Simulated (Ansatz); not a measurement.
Data:

```
SrTiO3
1.0
    3.89114     0.00000     0.00000
    0.00000     3.89114     0.00000
    0.00000     0.00000     3.82110
Sr Ti O
1 1 3
Direct
  0.00000   0.00000   0.00000
  0.50000   0.50000   0.50000
  0.50000   0.00000   0.50000
  0.00000   0.50000   0.50000
  0.50000   0.50000   0.00000
```

No spin polarisation.

Level of theory: Ansatz (a first-principles code) PBEsol, no SOC. Settings: 9×9×9 k-points, 0.05 eV Fermi–Dirac smearing.

Problem. Estimate the pressure (mean of the normal stresses, compression positive).

Solution. 36.1 kbar.

Problem. Estimate the smallest direct gap.

Solution. 2.18 eV.

The cells carry an imposed strain or load. Whether these cells are dynamically stable was not tested. All final runs are without spin polarisation. The cell was made from SrTiO$_{3}$ in the cubic perovskite structure (space group Pm-3m, No. 221) by this change: uniaxial strain ε_zz = −1.80 %. Many cubic perovskites are stable only at high temperature; tilts and polar distortions were not tested.
